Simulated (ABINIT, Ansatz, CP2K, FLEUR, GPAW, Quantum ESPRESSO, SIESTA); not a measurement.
**Code comparison for MgH2 (P4_2/mnm, 6 atoms in the cell)**

Self-consistent single point.

```yaml
crystal:
  lattice:
    - [4.45878, 0.00000, 0.00000]
    - [0.00000, 4.45878, 0.00000]
    - [0.00000, 0.00000, 2.98057]
  atoms:
    - { symbol: Mg, position: [0.50000, 0.50000, 0.50000] }
    - { symbol: Mg, position: [0.00000, 0.00000, 0.00000] }
    - { symbol: H, position: [0.69557, 0.69557, 0.00000] }
    - { symbol: H, position: [0.30443, 0.30443, 0.00000] }
    - { symbol: H, position: [0.80443, 0.19557, 0.50000] }
    - { symbol: H, position: [0.19557, 0.80443, 0.50000] }
```

All programs got the same cell, k-point mesh and kind of occupations (in Ansatz's words: kpoints.mp_grid.grid = 8 8 11; scf.occupations.method = fermi_dirac; scf.occupations.width = 0.01 eV); potentials, basis and cutoffs are each program's usual ones.

```
code                                                                                                                                model  pressure (GPa)  largest force (eV/Å)  gap on the mesh (eV)  k-points           cutoff
----------------  -----------------------------------------------------------------------------------------------------------------------  --------------  --------------------  --------------------  --------  ---------------
CP2K                                                              PBE, GPW, DZVP-MOLOPT-SR-GTH basis, GTH-PBE potentials (GTH_POTENTIALS)            0.75                 0.113                 3.336       354     grid 1000 Ry
GPAW                                                                                         PBE, GPAW PAW datasets PBE (gpaw-data 1.0.1)            1.92                 0.011                 3.894        90           850 eV
Ansatz                                                                                                                     PBE, PAW files            1.87                 0.011                 3.891        90           420 eV
FLEUR                                                                        PBE, all-electron FLAPW (FLEUR), scalar-relativistic valence               –                     –                 3.889        90  Kmax 4.5 1/bohr
ABINIT                                                           PBE, norm-conserving pseudopotentials (PseudoDojo nc-sr-05 PBE standard)            2.03                 0.014                 3.886        90            42 Ha
Quantum ESPRESSO                                                                           PBE, GBRV 1.5 ultrasoft (PBE) pseudopotentials            1.96                 0.013                 3.888        90            40 Ry
SIESTA            GGA PBE, numerical atomic orbitals TZP, PseudoDojo PBE standard norm-conserving potentials (rewritten from UPF to PSML)            2.41                 0.019                 3.888       360      grid 300 Ry
```

A dash marks a value that a program does not give, or that is left out as unsure.

Gaps are read on the mesh. Another mesh or the band path gives a smaller gap, so these values are not converged in the mesh.

The spread over the programs that give each value: pressure within 1.66 GPa; largest force within 0.102 eV/Å; gap on the mesh within 0.558 eV.

The starting cell comes from a database of computed structures (which also holds hypothetical and non-ambient phases and stackings), without a prior relaxation at this level. Its lattice was rescaled by a random factor within 2.5 % of one. On Ansatz's run: Another mesh or the band path of this cell gives a smaller gap, so this value is not converged in the mesh.

Why do the programs differ, and what cannot be compared?

Differences of this kind can come from the potentials, where these differ, and from what each basis and cutoff leave unconverged. The zero of total energies and Fermi levels follows the potentials and each program's conventions, so they are not compared here. CP2K and SIESTA use small atom-centred bases, whose incompleteness enters pressures, forces and empty levels differently from a plane-wave cutoff. FLEUR treats all electrons, but the usual bases taken here (sphere radii, linearisation, local orbitals, empty states) were not tested for convergence, so the values are no reference for the others. Ansatz's pressure is given at a fixed set of plane waves, as the other plane-wave codes print theirs; with its correction for the finite basis it is 1.98 GPa. The programs reduce the same mesh by symmetry to different extents, which changes the work and not the result. In the pressure, CP2K (by 1.19) lies more than 1 GPa from the median of the plane-wave programs. In the gap, CP2K (by 0.554) lies more than 0.12 eV from the median of the plane-wave programs. In the force vectors, CP2K (by 0.100) lies more than 0.08 eV/Å from the median of the plane-wave programs.

Ansatz is a quantum-chemistry and plane-wave program.

Keys are those of Ansatz 0.2.
